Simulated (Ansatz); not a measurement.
Base system: CdS in the zinc blende structure (space group F-43m, No. 216).

```
CdS
1.0
    0.00000     2.91241     2.91241
    2.91241     0.00000     2.91241
    2.91241     2.91241     0.00000
S Cd
1 1
Direct
  0.75000   0.75000   0.75000
  0.00000   0.00000   0.00000
```

Cartesian axes are those of the cell as printed.

Levels (all Ansatz, an electronic-structure program, PAW, earlier PAW set): PBEsol (420 eV, no spin-orbit coupling); HSE06+SOC (420 eV, with spin-orbit coupling).

Its gap is 1.01 eV with PBEsol and 2.15 eV with HSE06+SOC.

One thing is altered: tensile biaxial strain of 3.00 % in the plane normal to [110], as in epitaxy on a mismatched substrate; the out-of-plane cell vector and the atoms relax.

With PBEsol the gap becomes 0.77 eV.

**Question.** If the HSE06+SOC correction stayed the same, what would the HSE06+SOC gap be, and what does the HSE06+SOC run give?

**Answer.** A rigid correction of +1.14 eV gives 1.91 eV. The HSE06+SOC run gives 1.91 eV, so the two effects roughly add.

A biaxial case was relaxed in a doubled cell and then solved in the primitive one. Single points use the geometry relaxed with PBEsol. The spin-orbit shifts are approximate. Stability against distortions was not tested.
